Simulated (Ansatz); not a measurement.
We consider Ni3Al (Fm-3m, No. 225, 4 atoms in the cell; start mp-672232; a measured phase of this formula has another space group), described by LDA (PAW; Ansatz, an electronic-structure program).

Run with plane-wave cutoff 520 eV, 18×18×18 k mesh, Fermi–Dirac smearing 0.05 eV, no spin polarisation, scalar-relativistic PAW data made under PBE.

Cell (relaxed at this level):

Space group Fm-3m (No. 225); a = b = c = 5.536 Å, α = β = γ = 90.00°

| atom | site | symmetry | x | y | z |
|---|---|---|---|---|---|
| Al | 4b | m-3m | 0.5000 | 0.5000 | 0.5000 |
| Ni | 8c | -43m | 0.2500 | 0.2500 | 0.2500 |
| Ni | 4a | m-3m | 0.0000 | 0.0000 | 0.0000 |
(The calculation used a cell of 4 atoms; values per cell refer to that cell.)

Question: Estimate the bulk modulus that the calculation returns.

Answer: 
* **bulk modulus**: 219 GPa

Note: the run has no spin polarisation, so it can have missed a magnetic state; the bulk modulus is −V dP/dV from two relaxed cells at ±2 % in volume; the relaxation could not lower the start's symmetry, so the cell can be a saddle point above a distorted one.

Computed values are for the static lattice.

The result took about 30 core-seconds (a rough figure).

A start named mp-… is a Materials Project structure, which need not be a measured phase.
